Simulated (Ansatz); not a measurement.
The reference is Pd in the fcc (Cu type) structure (space group Fm-3m, No. 225; a = 3.878 Å; relaxed with 0.1 eV smearing). Axes: x, y, z lie along the cube axes.

Level of theory: Kohn–Sham DFT with the PBEsol functional, run in Ansatz (an electronic-structure program) with PAW and 420 eV plane waves, scalar-relativistic without spin-orbit coupling.

For the base:

The volume per atom is 14.58 Å³.

Perturbation: biaxial strain −0.92 %, plane normal [001], relaxed out of plane (Cartesian); in-plane vectors clamped, the third vector and the atoms free.

Q: How does this affect the in-plane stress and volume per atom?

A: The mean in-plane stress (compression positive) is +1.6 GPa; the volume per atom drops by 0.08 Å³, from 14.58 Å³ to 14.50 Å³.

No phonon test of stability was made. The final runs are not spin-polarised.
